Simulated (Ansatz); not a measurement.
Troubleshooting Ansatz (an electronic-structure program): a failed run on K₂LiAlF₆ (Fm-3m, 10 atoms in the cell). The aim is a self-consistent single point with DFT, LDA (PW92), plane waves, default PAW files made with PBE.

Cell that was meant: a = 5.4376 Å, b = 5.4376 Å, c = 5.4376 Å, α = 60.00°, β = 60.00°, γ = 60.00°.

Part of the input:

```yaml
    - [0.00000000, 3.84493300, 3.84493300]
    - [3.84493300, 0.00000000, 3.84493300]
    - [3.84493300, 3.84493300, 0.00000000]
 atoms:
    - { symbol: K, position: [0.25000000, 0.25000000, 0.25000000] }
    - { symbol: K, position: [0.75000000, 0.75000000, 0.75000000] }
    - { symbol: Li, position: [0.50000000, 0.50000000, 0.50000000] }
```

The program printed (abridged):

```
Error: YAML parse error: error: line 2 column 3: crystal: missing field `atoms` (a structure is typed as `lattice` and `atoms`, a molecule's as `atoms` in Å alone, or read from a run's directory, `checkpoint`)
 --> <input>:2:3
  |
1 | crystal:
2 |   lattice:
  |   ^ crystal: missing field `atoms` (a structure is typed as `lattice` and `atoms`, a molecule's as `atoms` in Å alone, or read from a run's directory, `checkpoint`)
3 |     - [0.00000000, 3.84493300, 3.84493300]
4 |     - [3.84493300, 0.00000000, 3.84493300]
  |
```

Problem. Read the log: what does the program object to, and what is the fix?

Solution. The fault is broken indentation. In YAML the indentation decides which section a key belongs to. To fix it, restore the indentation. The program stopped before any SCF iteration.

The sound input it was made from differs as follows (other fixes are possible):
```diff
- atoms:
+  atoms:
```

With that input, the run converged in 6 iterations: free energy E − TS (on the zero of these files) -8485.8817 eV; top of the valence band (on the code's own zero) 2.49 eV; gap on the k-point mesh 8.02 eV; pressure 0.97 GPa; largest force (vector length) 0.646 eV/Å (DFT, LDA (PW92), plane waves, default PAW files made with PBE).

On the sound input: the starting cell comes from a database of published, mostly measured structures (it also holds non-ambient and calculated ones), without a prior relaxation at this level. Its lattice was rescaled by a random factor within 2.5 % of one. Ansatz's pressure includes its estimate of the finite-basis (Pulay) stress. Without the estimate this run gives 0.08 GPa.
